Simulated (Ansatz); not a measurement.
Take Al in the fcc (Cu type) structure (space group Fm-3m, No. 225; a = 3.9937 Å; relaxed with 0.1 eV smearing) as the base. Axes: x, y, z lie along the cube axes.

Method: DFT with r2SCAN, PAW potentials and a 500 eV plane-wave cutoff in Ansatz (a quantum-chemistry and plane-wave program), no spin-orbit coupling.

Base values:

```
Property                            Value
-----------------------------  ----------
Shortest interatomic distance  5.336 bohr
```

One thing is altered: the cell is stretched by 1.24 % along x with no lateral relaxation, atoms relaxed at fixed cell.

Task: Predict the new stress, energy relative to the base and shortest interatomic distance.

Result: The stress (xx, yy, zz, yz, xz, xy; compression positive) is (-1.6, -0.9, -0.9, 0.0, 0.0, 0.0) GPa; the energy increases by 1.0 meV/atom; the shortest interatomic distance is still 5.336 bohr.

The cells carry an imposed strain or load. Whether these cells are dynamically stable was not tested.
